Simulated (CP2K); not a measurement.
Band structure of BaNiF6 (R-3m, 8 atoms in the cell).

```xyz
8
Lattice="4.7242 0.0000 0.0000 -0.7139 4.6700 0.0000 -0.7139 -0.8313 4.5954" Properties=species:S:1:pos:R:3 pbc="T T T"
Ba     1.6482     1.9193     2.2977
Ni     0.0000     0.0000     0.0000
F      2.8944     3.3704     0.3385
F      0.4021     0.4682     4.2569
F     -0.7012     2.8208     3.3769
F      3.9977     1.0179     1.2185
F      2.8944    -0.2669     3.3769
F      0.4021     4.1056     1.2185
```

Level of theory: CP2K 2026.2 with LDA (Pade form), GPW, DZVP-MOLOPT-SR-GTH basis, GTH-PADE potentials (GTH_POTENTIALS).

Settings: CUTOFF = 600 Ry; REL_CUTOFF = 40 Ry; SMEAR/METHOD = FERMI_DIRAC; ELECTRONIC_TEMPERATURE = 580.23 K; KPOINTS/SCHEME = MACDONALD 4 4 4 0.125 0.125 0.125; XC_FUNCTIONAL = PADE; Ba/BASIS_SET = DZVP-MOLOPT-SR-GTH-q10; Ba/POTENTIAL = GTH-PADE-q10; Ni/BASIS_SET = DZVP-MOLOPT-SR-GTH-q18; Ni/POTENTIAL = GTH-PADE-q18; F/BASIS_SET = DZVP-MOLOPT-SR-GTH-q7; F/POTENTIAL = GTH-PADE-q7; METHOD = GPW; EPS_DEFAULT = 1e-10.

The starting cell comes from a database of computed structures (which also holds hypothetical and non-ambient phases and stackings), without a prior relaxation at this level. Its lattice was rescaled by a random factor within 2.5 % of one. Values carry the incompleteness of an atom-centred basis.

Task: Predict the gap along the standard path and the places of the band edges.

Result: The gap along the path is 1.45 eV, from F to Γ; the smallest direct gap on it is 1.49 eV. Another conduction valley lies within 0.1 eV, so the order of the valleys is not sure.

Levels in eV from the top of the valence band on the SCF mesh, bands 32 to 36:
```csv
point,32,33,34,35,36
Γ,-0.50,-0.50,-0.48,-0.42,1.45
P,-0.82,-0.44,-0.16,-0.16,1.68
Z,-0.86,-0.38,-0.15,-0.15,1.63
Q,-0.75,-0.54,-0.20,-0.20,1.79
F,-1.03,-0.72,-0.47,0.00,1.49
P1,-0.82,-0.44,-0.16,-0.16,1.68
Q1,-0.75,-0.54,-0.20,-0.20,1.79
L,-0.84,-0.38,-0.30,-0.12,1.74
```

Higher empty bands are left out: an atom-centred basis made for the valence describes them poorly.
